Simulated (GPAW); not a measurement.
Short convergence ladders for HfC (I4mm, 2 atoms in the cell)

```yaml
crystal:
  lattice:
    - [0.00000, 2.33160, 2.33160]
    - [2.33160, 0.00000, 2.33160]
    - [2.33160, 2.33160, 0.00000]
  atoms:
    - { symbol: Hf, position: [0.01072, 0.01072, 0.98928] }
    - { symbol: C, position: [0.50000, 0.50000, 0.50000] }
```

Base method: LDA (Perdew-Wang 92), real-space grid, GPAW PAW datasets LDA (gpaw-data 1.0.1) (GPAW).

Base settings: mode = fd; h = 0.2 Å; xc = LDA; kpts = 6 6 6; mesh shift (steps) = 0 0 0; occupations.name = fermi-dirac; occupations.width = 0.1 eV; nbands = -6; convergence.density = 1e-05 e/electron; convergence.energy = 1e-05 eV/electron.

**The k-point mesh at a smearing width of 0.02 eV**

In this ladder: occupations.width = 0.02 eV.

Only quantities that move along the ladder and can be compared are tabulated.

| kpts | free energy less the last step's (meV/atom) | largest difference of a force vector from the last step's (eV/Å) |
|---|---|---|
| 4 4 4 | 34.17 | 0.053 |
| 5 5 5 | 20.64 | 0.197 |
| 6 6 6 | 5.50 | 0.024 |
| 9 9 9 | 1.64 | 0.035 |
| 13 13 13 | -0.60 | 0.004 |
| 16 16 16 | 0.00 | 0.000 |

Coarsest kpts that holds the free energy within 2 meV/atom of the last step, with all finer ones: 9 9 9; the step before is off by 5.5 meV/atom.

Coarsest kpts that holds the forces within 0.02 eV/Å of the last step, with all finer ones: 13 13 13; the step before is off by 0.035 eV/Å.

**The width of Gaussian smearing**

In this ladder: kpts = 10 10 10; occupations.name = methfessel-paxton; occupations.order = 0.

Narrow widths need finer meshes than wide ones, so the last steps can hold mesh noise.

Only quantities that move along the ladder and can be compared are tabulated; pressure and forces are left out, as mesh noise rules them at narrow widths.

```tsv
occupations.width	free energy less the last step's (meV/atom)	energy extrapolated to zero width less the last step's (meV/atom)
1 eV	-43.79	5.31
0.5 eV	-9.94	-0.14
0.3 eV	-3.45	-0.25
0.2 eV	-1.36	-0.08
0.1 eV	0.00	0.00
```

State of the free energy at the end of the ladder: still drifting one way, by 3.4 meV/atom over the last two steps, so the last step is no safe reference.

Widest occupations.width that holds the energy extrapolated to zero width within 1 meV/atom of the last step, with all finer ones: 0.5 eV; the step before is off by 5.3 meV/atom.

The extrapolation to zero width removes most of the smearing's effect on the energy.

On the base run: the starting cell has typed, rounded lattice constants, without a prior relaxation at this level. Its lattice was rescaled by up to half a per cent. One atom was moved a little off its site on purpose.

Left out of this page: 2 runs of the series outside the window shown, repeating another row's setting, or not comparable.
